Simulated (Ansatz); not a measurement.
Here is the system:

```
CELL_PARAMETERS angstrom
      5.27621     0.00000     0.00000
     -0.84594     7.19473     0.00000
      0.84594    -3.50744     3.59624
ATOMIC_POSITIONS crystal
  Hf 0.29209 0.45806 0.73420
  Hf 0.70791 0.54194 0.26580
  Hf 0.20791 0.95806 0.68192
  Hf 0.79209 0.04194 0.31808
  O  0.02142 0.74253 0.19053
  O  0.97858 0.25747 0.80947
  O  0.47858 0.24253 0.79453
  O  0.52142 0.75747 0.20547
  O  0.65375 0.33076 0.39912
  O  0.34625 0.66924 0.60088
  O  0.84625 0.83076 0.76240
  O  0.15375 0.16924 0.23760
```

The cell is taken as given; by r2SCAN it stands under a pressure of 3.8 GPa.

Transport runs along the normal of the first two printed cell vectors.

The gap is the functional's own, uncorrected, and κ follows it; spin-orbit coupling is left out. Mid-gap means the computed energy nearest the middle.

**Question.** Predict the band gap and the smallest decay constant κ at mid-gap from r2SCAN (Ansatz, a first-principles code).

**Answer.** Gap 4.64 eV on a 6×8×8 mesh; κ = 0.416 1/Å, at the zone centre.
